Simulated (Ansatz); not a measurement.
Here is the system:

```
CELL_PARAMETERS angstrom
      3.83953     0.03302     0.00000
      0.03302     3.83953     0.00000
      0.00000     0.00000     3.83953
ATOMIC_POSITIONS crystal
  Tl 0.00000 0.00000 0.00000
  Br 0.50000 0.50000 0.50000
```

No spin polarisation.

Computed with Ansatz (an electronic-structure program) LDA, no spin-orbit coupling. Settings: 9×9×9 k-points, 0.05 eV Fermi–Dirac smearing.

Problem. What gap character does the calculation give?

Solution. Direct at S.

Problem. Estimate the stress (xx, yy, zz, yz, xz, xy; compression positive).

Solution. (0.01, 0.01, 0.01, 0.00, 0.00, -0.23) GPa.

With Tl present, leaving out spin-orbit coupling can change the band edges. The cells carry an imposed strain or load. Whether these cells are dynamically stable was not tested. The cell was made from TlBr in the CsCl type structure (space group Pm-3m, No. 221) by this change: tensor shear ε_xy = +0.86 %.
